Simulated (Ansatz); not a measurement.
Predicting a run: wurtzite GaN (P6_3mc), biaxial stress in the basal plane (tension)

Cell and atoms relaxed with PBEsol to each stress σ (compression positive); gaps by PBE with spin-orbit coupling, rigid bands (plane waves, PAW; Ansatz, a program for electronic structure). Unloaded cell: a = 3.183 Å, b = 3.183 Å, c = 5.185 Å, α = 90.00°, β = 90.00°, γ = 120.00°.

```csv
σ (GPa),strain along basal x (%),gap (eV)
0,0,1.930
-4.00,0.97,1.839
-8.00,2.02,1.694
-16.00,4.49,1.359
```

Problem. Fit E_g = 1.930 eV + aσ + bσ² and ε = cσ + dσ² to the loaded rows by least squares.

Solution. a = 0.0215 eV/GPa, b = -8.91e-04 eV/GPa²; c = -0.226 %/GPa, d = 0.00338 %/GPa².

Problem. One run was withheld, at σ = -12.00 GPa. Predict its gap and its strain along basal x, then set them beside the run.

Solution. E_g = 1.930 + (0.0215)(-12.00) + (-8.91e-04)(-12.00)² = 1.544 eV and ε = (-0.226)(-12.00) + (0.00338)(-12.00)² = 3.20 %. The run gave 1.534 eV and 3.19 %, misses of 0.010 eV and 0.01 percentage points.

Gaps are resolved to about 0.01 eV; third decimals are kept for the arithmetic. Every relaxation keeps the wurtzite phase (space group P6_3mc under this load), so a transition, a distortion that breaks the symmetry or fracture can't show.
